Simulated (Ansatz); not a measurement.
# MgI2, pressure series

Start from MgI2 in the CdI2 type structure (space group P-3m1, No. 164; a = 4.124 Å, c = 6.831 Å; layered, stacked along the Cartesian z axis).

Cell and atoms are relaxed at each pressure.

Computed with PBE-D3(BJ), PAW, 420 eV (Ansatz, a quantum-chemistry and plane-wave program; no spin-orbit coupling).

Candidates:
(a) pressure 10 GPa
(b) pressure 5 GPa
(c) pressure 0.3 GPa
(d) pressure 0.7 GPa
(e) pressure 7.5 GPa

Before the change:

The band gap comes out as 3.52 eV.

**Question.** Order them by band gap, highest first.

**Answer.** (c) pressure 0.3 GPa (3.49 eV), (d) pressure 0.7 GPa (3.45 eV), (b) pressure 5 GPa (3.23 eV), (e) pressure 7.5 GPa (3.07 eV), (a) pressure 10 GPa (2.93 eV)

Spin-orbit coupling, missing from the scalar runs, can matter with I. Load acts through the strain it causes; cell and atoms are relaxed under it. Stability against distortions was not tested. No other phases were tried under pressure.
